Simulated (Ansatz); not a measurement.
Polymorphs of LiF, PBEsol, rigid bands (Ansatz, a first-principles code); geometry: cell and atoms relaxed with PBEsol.
- Pm-3m, primitive cell of 2: a = 2.523 Å, b = 2.523 Å, c = 2.523 Å, α = 90.00°, β = 90.00°, γ = 90.00°
- Fm-3m, primitive cell of 2: a = 2.8339 Å, b = 2.8339 Å, c = 2.8339 Å, α = 60.00°, β = 60.00°, γ = 60.00°

| Space group | volume per atom (Å³) | band gap | electron conductivity mass | hole conductivity mass | Seebeck coefficient, n-type 1e19 cm⁻³ |
|---|---|---|---|---|---|
| Pm-3m | 8.0 | 7.73 eV | ? | 2.1 mₑ | -283 μV/K |
| Fm-3m | 8.0 | ? | 0.90 mₑ | 3.5 mₑ | -283 μV/K |

Complete the blanks.


- Pm-3m, electron conductivity mass: 0.90 mₑ
- Fm-3m, band gap: 9.05 eV

Masses are for dilute carriers at 300 K, harmonic means over directions unless an axis is named. Seebeck coefficients are for the stated density at 300 K, with one relaxation time for all states and whether or not that doping can be reached. Spin-orbit coupling is left out.

Computed structure with no diffraction record at hand here (it may be known, metastable or hypothetical): LiF (Pm-3m).
